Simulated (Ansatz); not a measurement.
The reference is La (space group P6_3/mmc, No. 194; relaxed with 0.1 eV smearing).

```xyz
4
Lattice="3.7835 0.0000 0.0000 -1.8918 3.2766 0.0000 0.0000 0.0000 12.0681" Properties=species:S:1:pos:R:3 pbc="T T T"
La     0.0000     0.0000     0.0000
La     0.0000     0.0000     6.0340
La     0.0000     2.1844     3.0170
La     1.8918     1.0922     9.0510
```

Cartesian axes are those of the cell as printed.

The values are results of Kohn–Sham DFT with the r2SCAN functional, run in Ansatz (an electronic-structure program) with PAW and 500 eV plane waves, no spin-orbit coupling, not measurements.

Strains are applied to the cell and any free atomic positions relax.

One change was made to it. Results:

| quantity | base | after |
|---|---|---|
| energy relative to the base (free energy F) | 0 meV/atom | +3.7 meV/atom |
| band gap | zero | zero |

**Question.** Name the change that was made.
(A) isotropic strain +1.24 %
(B) uniaxial strain ε_xx = +0.31 %
(C) uniaxial strain ε_yy = +0.52 %

**Answer.** A, isotropic strain +1.24 %. For comparison, the energy relative to the base in the other runs: uniaxial strain ε_yy = +0.52 % gives +0.1 meV/atom; uniaxial strain ε_xx = +0.31 % gives +0.1 meV/atom.

Stability against distortions was not tested.
